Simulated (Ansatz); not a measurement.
A self-consistent single point of RbBr (Fm-3m, 2 atoms in the cell) with Ansatz (a quantum-chemistry and plane-wave program).

Method: PBE (plane waves, PAW; Ansatz).

```
CELL_PARAMETERS angstrom
      0.00000     3.46217     3.46217
      3.46217     0.00000     3.46217
      3.46217     3.46217     0.00000
ATOMIC_POSITIONS crystal
  Rb 0.00000 0.00000 0.00000
  Br 0.50000 0.50000 0.50000
```

Reference input (self-consistent single point, DFT, PBE0, plane waves, default PAW files made with PBE): basis.ecutwfc = 420 eV; kpoints.mp_grid.grid = 6 6 6; hamiltonian.xc = pbe0; hamiltonian.pseudopotentials = {kind: paw} (the program's default PAW files); scf.occupations.method = fermi_dirac; scf.occupations.width = 0.01 eV. This run's input differs from it in these lines:

Ansatz 0.2 input:
```diff
@@ -14,3 +14,3 @@
 hamiltonian:
-  xc: pbe0
+  xc: pbe
   pseudopotentials:
```

The program printed (abridged):

```
SCF iter   1: F=—  HF=-6054.064939 eV  |F-HF|=—  |Δ(HF+E_count)|=         —  Δρ=2.34e-4  dr2=8.59e-5  ethr=1.77e-3  ⟨swp⟩=8.2  Hψ=1408  notcnv=0
all-band conjugate gradients solve this SCF's bands
preconditioner: auto → none
SCF iter   2: F=—  HF=-6054.065150 eV  |F-HF|=—  |Δ(HF+E_count)|=   2.11e-4  Δρ=7.73e-5  dr2=4.16e-6  ethr=5.37e-7  ⟨swp⟩=3.2  Hψ=647  notcnv=0
   [... lines left out ...]
SCF iter   4: F=-6054.065173 eV  HF=-6054.065173 eV  |F-HF|=8.06e-8  |Δ(HF+E_count)|=   3.65e-6  Δρ=5.55e-6  dr2=4.32e-8  ethr=2.25e-9  ⟨swp⟩=2.0  Hψ=304  notcnv=0
iter 5 did not close the SCF: its close was put off for the readings that it lacked (scf_convergence_deferred on its scf_iter line)
SCF iter   5: F=-6054.065173 eV  HF=-6054.065173 eV  |F-HF|=4.89e-9  |Δ(HF+E_count)|=   9.87e-8  Δρ=8.90e-7  dr2=3.70e-10  ethr=2.70e-10  ⟨swp⟩=2.0  Hψ=304  notcnv=0
SCF iter   6: F=-6054.065173 eV  HF=-6054.065173 eV  |F-HF|=1.00e-11  |Δ(HF+E_count)|=   5.67e-9  Δρ=9.01e-8  dr2=4.23e-12  ethr=2.31e-12  ⟨swp⟩=1.4  Hψ=588  notcnv=0
SCF 1 converged in 6 iterations: F = -6054.065173 eV  dr2 = 4.23e-12
Free energy (F): -6054.065173 eV
Internal energy: -6054.065173 eV  (E = F + TS)
E sigma→0 (E₀):  -6054.065173 eV
Fermi energy:    3.166290 eV
--- Forces (eV/Å), atoms counted from 1 ---
  atom   1  Rb    -0.00000000     0.00000000     0.00000000
  atom   2  Br     0.00000000    -0.00000000    -0.00000000
--- Stress (GPa, compression-positive) ---
        0.526892       0.000000      -0.000000
        0.000000       0.526892       0.000000
        0.000000      -0.000000       0.526892
  P = ⅓ Tr σ = 0.5269 GPa (5.269 kbar)
  The stress holds the Pulay correction. Without it, at fixed plane waves, as pw.x and ABINIT print it: P = 0.5225 GPa
```

The run converged in 6 iterations. Against the reference run the pressure goes from 0.27 to 0.53 GPa and the gap on the mesh goes from 6.156 to 4.288 eV. The full log also holds: “iter 4 did not close the SCF: its close was put off for the readings that it lacked (scf_convergence_deferred on its scf_iter line)”. The full log also holds: “iter 5 did not close the SCF: its close was put off for the readings that it lacked (scf_convergence_deferred on its scf_iter line)”.

The starting cell comes from a database of computed structures (which also holds hypothetical and non-ambient phases and stackings), without a prior relaxation at this level. Its lattice was rescaled by a random factor within 2.5 % of one. Ansatz's pressure includes its estimate of the finite-basis (Pulay) stress.
